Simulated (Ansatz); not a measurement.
Amorphous Ti20O43Lu2, 65 atoms at 3.98 g/cm³, one PBE-relaxed geometry, zone centre. Methods: PBE, scalar-relativistic without spin-orbit coupling (Ansatz, a quantum-chemistry and plane-wave program); r2SCAN, scalar-relativistic without spin-orbit coupling (Ansatz); HSE06, scalar-relativistic without spin-orbit coupling (Ansatz). Plane waves to 420 eV (r2SCAN 500 eV); exact exchange is cut at the cell's faces. At PBE the levels at the empty edge of the gap are localised (band-tail or defect states). All rungs ran without spin polarisation.

It comes from a melt-quench run on a machine-learned potential (CHGNet), relaxed afterwards by DFT. O atoms were pushed apart under 1.9 Å during the dynamics, to hinder bonds among them. The hot cell started wider than the set density and was brought back towards it in steps. It is the lowest in DFT energy of 2 quenches. It is a model cell: composition and starting density were chosen by hand, and all elements were melted together. No dispersion term was used. Its density started from a set value of 4.11 and ended at 3.98 g/cm³. The quench (nominally 360 K/ps over its main leg) was far faster than any real one, so the model tends to hold more defects than a real film. Values belong to this one cell and scatter from quench to quench. Volume and shape were free in the relaxation.

The relaxation ran on the zone centre alone. At PBE the level gap is 2.68 eV on a 2×2×2 Γ-centred mesh, and the spacing at the zone centre alone 2.71 eV.

**Question.** What zone-centre spacing does r2SCAN give, roughly?

**Answer.** 3.06 eV (+0.36 eV against PBE).

**Question.** What zone-centre spacing does HSE06 give, roughly?

**Answer.** 4.27 eV (+1.56 eV against PBE).

The highest filled and the lowest empty state spread over these numbers of atoms (participation numbers): PBE: 13.8 and 4.4; r2SCAN: 14.4 and 4.2; HSE06: 15.6 and 5.2.
